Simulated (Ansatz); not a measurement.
C, response to strain

Consider C in the graphite type structure (space group P6_3/mmc, No. 194; a = 2.4581 Å, c = 6.5649 Å; layered, stacked along the Cartesian z axis). Axes: x lies along a and z along c of the hexagonal cell.

Strains are applied to the cell and any free atomic positions relax; under biaxial strain the out-of-plane vector relaxes too.

Level of theory: plane-wave PAW DFT at the PBEsol-D3(BJ) level (Ansatz, a first-principles code, 420 eV), no spin-orbit coupling, earlier PAW set.

Notes on the quantities. pressure: mean of the normal stresses, compression positive.

```tsv
change	shortest interatomic distance	pressure	space group
base	1.419 Å	0.0 GPa	P6_3/mmc (No. 194)
biaxial strain −3.41 %, plane normal [001], relaxed out of plane	1.371 Å	…	P6_3/mmc (No. 194)
biaxial strain +3.73 %, plane normal [001], relaxed out of plane	1.472 Å	…	P6_3/mmc (No. 194)
biaxial strain +4.90 %, plane normal [001], relaxed out of plane	…	-33.9 GPa	P6_3/mmc (No. 194)
isotropic strain −5.18 %	1.346 Å	62.8 GPa	P6_3/mmc (No. 194)
isotropic strain +0.59 %	1.428 Å	…	P6_3/mmc (No. 194)
isotropic strain +1.20 %	1.436 Å	-10.1 GPa	P6_3/mmc (No. 194)
uniaxial strain ε_xx = −1.28 %	1.407 Å	6.0 GPa	Cmcm (No. 63)
uniaxial strain ε_xx = −0.93 %	1.410 Å	4.3 GPa	Cmcm (No. 63)
uniaxial strain ε_xx = +5.31 %	1.427 Å	-20.1 GPa	Cmcm (No. 63)
```

Problem. What belongs in the blanks?

Solution. 
- biaxial strain −3.41 %, plane normal [001], relaxed out of plane, pressure: 36.5 GPa
- biaxial strain +3.73 %, plane normal [001], relaxed out of plane, pressure: -27.5 GPa
- biaxial strain +4.90 %, plane normal [001], relaxed out of plane, shortest interatomic distance: 1.489 Å
- isotropic strain +0.59 %, pressure: -5.2 GPa

The mesh was chosen for an insulator and is coarse for the gapless case. Stability against distortions was not tested.
